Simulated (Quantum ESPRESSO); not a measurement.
Worked example: relaxation of the atoms of MgPd5 (R3, 6 atoms in the cell) in Quantum ESPRESSO.

Computed with LDA (PZ), GBRV 1.5 ultrasoft (LDA) pseudopotentials (plane waves; Quantum ESPRESSO).

Input as run:

```fortran
&control
 calculation = 'relax',
 prefix = 'MgPd5',
 outdir = './work',
 pseudo_dir = './',
 verbosity = 'high',
 forc_conv_thr = 3.9e-05,
/
&system
 ibrav = 5,
 celldm(1) = 10.1207499477,
 celldm(4) = 0.593319984047,
 nat = 6,
 ntyp = 2,
 ecutwfc = 40,
 ecutrho = 320,
 occupations = 'smearing',
 smearing = 'gaussian',
 degauss = 0.0073499,
/
&electrons
 conv_thr = 1.0d-9,
 mixing_beta = 0.7,
/
&ions
/
ATOMIC_SPECIES
Mg    24.3050  mg_lda_v1.4.uspp.F.UPF
Pd   106.4200  pd_lda_v1.4.uspp.F.UPF
ATOMIC_POSITIONS angstrom
Mg    0.0000000000    0.0000000000    0.1499967619
Pd    0.8009617837    1.3873065043    6.8585625000
Pd   -1.6019235674    0.0000000000    6.8585625000
Pd    0.8009617837   -1.3873065043    6.8585625000
Pd    0.0000000000    0.0000000000    4.5504230276
Pd    0.0000000000    0.0000000000    9.1667019724
K_POINTS automatic
4 4 4  0 0 0
```

Output, abridged:

```
     Self-consistent Calculation

     iteration #  1     ecut=    40.00 Ry     beta= 0.70

---- Real-time Memory Report at c_bands before calling an iterative solver
           255 MiB given to the printing process from OS
            82 MiB allocation reported by mallinfo(arena+hblkhd)
------------------

     negative rho (up, down):  3.716E-01 0.000E+00

     total energy              =   -1114.96572001 Ry
     estimated scf accuracy    <       8.23946941 Ry

     iteration #  2     ecut=    40.00 Ry     beta= 0.70

---- Real-time Memory Report at c_bands before calling an iterative solver
   [... lines left out ...]
           311 MiB given to the printing process from OS
           108 MiB allocation reported by mallinfo(arena+hblkhd)
------------------

     negative rho (up, down):  3.796E-01 0.000E+00

     total energy              =   -1119.17657079 Ry
     estimated scf accuracy    <       0.00000008 Ry

     iteration # 12     ecut=    40.00 Ry     beta= 0.70

---- Real-time Memory Report at c_bands before calling an iterative solver
           311 MiB given to the printing process from OS
           108 MiB allocation reported by mallinfo(arena+hblkhd)
------------------

     negative rho (up, down):  3.796E-01 0.000E+00
     End of self-consistent calculation

     the Fermi energy is    15.7561 ev

!    total energy              =   -1119.17657080 Ry
     estimated scf accuracy    <          8.6E-10 Ry
     smearing contrib. (-TS)   =      -0.00288221 Ry
     internal energy E=F+TS    =   -1119.17368858 Ry

     convergence has been achieved in  12 iterations

     negative rho (up, down):  3.796E-01 0.000E+00

     Forces acting on atoms (cartesian axes, Ry/au):

     atom    1 type  1   force =     0.00000000    0.00000000   -0.02543210
     atom    2 type  2   force =     0.00371561   -0.00670380    0.00918196
     atom    3 type  2   force =     0.00394786    0.00656971    0.00918196
     atom    4 type  2   force =    -0.00766347    0.00013409    0.00918196
     atom    5 type  2   force =     0.00000000    0.00000000    0.00148454
   [... lines left out ...]
     Total force =     0.033032     Total SCF correction =     0.000087
     the Fermi energy is    15.7615 ev
!    total energy              =   -1119.18019555 Ry
     Total force =     0.000051     Total SCF correction =     0.000005
     bfgs converged in  19 scf cycles and  17 bfgs steps
     Final energy             =   -1119.1801955518 Ry
   [... lines left out ...]
Pd               0.7975804992        1.3814292202        6.8835440434
Pd              -1.5951430478        0.0000103638        6.8835440434
Pd               0.7975625486       -1.3814395840        6.8835440434
Pd               0.0000000000        0.0000000000        4.5814242719
Pd               0.0000000000        0.0000000000        9.1857393930
End final coordinates

   JOB DONE.
```

The run converged.  The full log also holds: “WARNING: bfgs curvature condition failed, Theta= 0.991”. The full log also holds: “WARNING: bfgs curvature condition failed, Theta= 0.963”.

Summary of the result:
```
Property                                      Result
------------------------------------  --------------
Free energy E − TS                    -15227.2223 eV
Fermi level (on the code's own zero)        15.76 eV
Relaxation steps                                  17
```

The starting cell comes from a database of computed structures (which also holds hypothetical and non-ambient phases and stackings), without a prior relaxation at this level. Its lattice was rescaled by up to half a per cent. For this run, on top of that: one atom moved by 0.15 angstrom. Spin polarisation is off. The relaxation keeps the symmetry of its start, so its end need not be a minimum.

Cost on one core of a shared machine: roughly 20 min.
